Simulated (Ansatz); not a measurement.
Functionals compared on a constructed model of the (111) surface of germanium, (√3x√3)R30° Ag adatom at T4 (bottom of the slab: 3 H on 3 bottom sites), in Ansatz (plane waves, PAW). The structure was relaxed with PBE; the other rows are single points on it. Cutoff 420 eV (500 eV for r2SCAN).

Model: 28-atom slab, 14.3 Å thick at the start with caps and adatoms, 5x5x1 mesh, Fermi-Dirac 0.025 eV, dipole correction, 6 atoms held, the rest relaxed; held to the start's symmetry, so lower structures may exist; no spin (no spin-polarised run to compare, though such a face may carry moments), no spin-orbit, no U. The slab shows no gap on its mesh. In PBE it lies 0.02 eV a 1x1 cell over the lowest computed structure of the same composition ((√3x√3)R30° Ag adatom at H3). These notes are the PBE run's.

```json
[
 {"functional": "PBE", "work function of the top face (eV)": "4.48", "rough cost of the single point": "–"},
 {"functional": "r2SCAN", "work function of the top face (eV)": "[?]", "rough cost of the single point": "roughly 3 core-minutes"}
]
```

Task: Fill in the missing entries.

Result: 
- r2SCAN, work function of the top face (eV): 4.53

Ansatz is a first-principles code.
